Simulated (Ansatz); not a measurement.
Consider CdS in the zinc blende structure (space group F-43m, No. 216; a = 5.878 Å). Axes: x, y, z lie along the cube axes.

Modification: tensile biaxial strain of 0.76 % in the plane normal to [111], as in epitaxy on a mismatched substrate; the out-of-plane cell vector and the atoms relax.

Levels (all Ansatz, a quantum-chemistry and plane-wave program, PAW): r2SCAN (500 eV, without spin-orbit coupling); HSE06+SOC (420 eV, noncollinear with spin-orbit coupling).

The geometry is relaxed with r2SCAN.

| Item | Result |
|---|---|
| r2SCAN lowest conduction level above the VBM at special points | Γ 1.49 eV; T 3.31 eV; L 3.43 eV |
| r2SCAN valence-band top at Γ | 0.00, -0.05, -0.05 eV |

With HSE06+SOC at the same geometry, the lowest conduction level above the VBM at special points goes from Γ 1.49 eV; T 3.31 eV; L 3.43 eV to Γ 2.03 eV; T 3.92 eV; L 4.03 eV; the valence-band top at Γ (three highest Kramers pairs, from the VBM) goes from 0.00, -0.05, -0.05 eV to 0.00, -0.04, -0.10 eV.

Single points use the geometry relaxed with r2SCAN. Differences between runs with and without spin-orbit coupling are approximate. The levels and masses belong to the bands next to the band gap. No phonon test of stability was made. Labels are those of the standard path for the cell's own space group.
